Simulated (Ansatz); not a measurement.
Model glasses of amorphous Si3N4, 72 to 78 atoms (Si30N40 before any change). Each row is one cell at a composition chosen by hand, melted whole on the CHGNet potential with the anions pushed apart under 1.9 Å, quenched within some picoseconds, far faster than a real film, and relaxed with PBE, scalar-relativistic without spin-orbit coupling (plane waves to 420 eV, PAW; Ansatz, a quantum-chemistry and plane-wave program). Each is the lower in DFT energy of 2 quenches. Cycles of charging and discharging were tried on the cells ahead of these points, and a cell that came back lower was taken. The column on the box says what of it was relaxed with the atoms; held means as the quench left it. Cells that kept moments or hold spare charge are left out.

Formal charges balance in every cell, with the guest at the charge named. Neighbours are the N atoms within a cut-off of 1.2 times the sum of covalent radii (1.1 times for Nb, Hf, Lu); the radius is Shannon's ionic radius for that charge at the coordination found, taken on a straight line between listed coordinations where the table lacks it (Shannon's radii were fitted to oxides and fluorides), averaged where a cell holds several guest atoms. The coordination is that of the cell taken. The cells ran without spin polarisation.

| guest | change of the cell | box | cut-off (Å) | N neighbours | ionic radius (Å) | mean guest-N distance (Å) |
|---|---|---|---|---|---|---|
| B3+ | +1 B, +1 N | shape | 1.86 | 3 | 0.01 | 1.47 |
| Be2+ | +3 Be, +2 N | volume and shape | 2.00 | 3, 4, 4 | 0.23 | 1.75 |
| Ga3+ | +1 Ga, +1 N | shape | 2.32 | 4 | 0.47 | 1.96 |
| Nb5+ | +5 N, +3 Nb | volume and shape | 2.58 | 5, 5, 5 | 0.56 | 2.10 |
| Hf4+ | +3 Hf, +4 N | shape | 2.71 | 5, 5, 5 | 0.64 | withheld |
| Lu3+ | +1 Lu, +1 N | shape | 2.84 | 7 | 0.92 | 2.44 |

Q: Fit a straight line of the last column on the one before it through the 5 full rows, and predict the withheld value for Hf4+.

A: Means: x = 0.438, y = 1.944. Slope = Σ(Δx Δy) / Σ(Δx²) = 0.5018 / 0.4747 = 1.057; intercept = 1.944 − (1.057) × 0.438 = 1.481 Å; r.m.s. residual 0.022 Å. Prediction: 1.481 + (1.057) × 0.64 = 2.16 Å. The run gave 2.23 Å, a miss of 0.07 Å, more than twice the residual.
